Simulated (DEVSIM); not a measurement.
System: Ti/Si3N4/SiO2/p-Si capacitor, at 400 K.

Layer 1 from the left is Si3N4, thickness (nm) 27.0. Layer 2 from the left is SiO2, thickness (nm) 1.40. Layer 3 from the left is Si, thickness (nm) 6100, Na (cm⁻³) 9e15.

Metal gate on the left, work function 4.33 eV. Fixed charge at the semiconductor interface -2.5e10 cm⁻² (in units of +e); no interface traps.

The device is made up for the run: typed textbook-type constants, with dimensions and the other settings drawn at random. Values at 300 K; Nc and Nv go as T^1.5, mobilities as T to minus their exponent, the gap by Varshni's rule with the affinity fixed.

Si3N4: gap (eV) 5.1, affinity (eV) 2.1, permittivity 7.5. SiO2: gap (eV) 9, affinity (eV) 0.9, permittivity 3.9. Si: gap (eV) 1.124, affinity (eV) 4.05, permittivity 11.7, Nc (cm⁻³) 2.86e19, Nv (cm⁻³) 3.1e19, Varshni α (eV/K) 0.000473, Varshni β (K) 636.

Model (solved in DEVSIM): 1D Poisson equation in equilibrium, Boltzmann statistics, complete ionisation; no quantum confinement or tunnelling. Metal contacts follow the ideal Schottky-Mott rule: no Fermi-level pinning, no interface dipoles.

**Question.** What does the simulation give for the minimum of the low-frequency capacitance?

**Answer.** minimum of the low-frequency capacitance 0.0397 μF/cm².
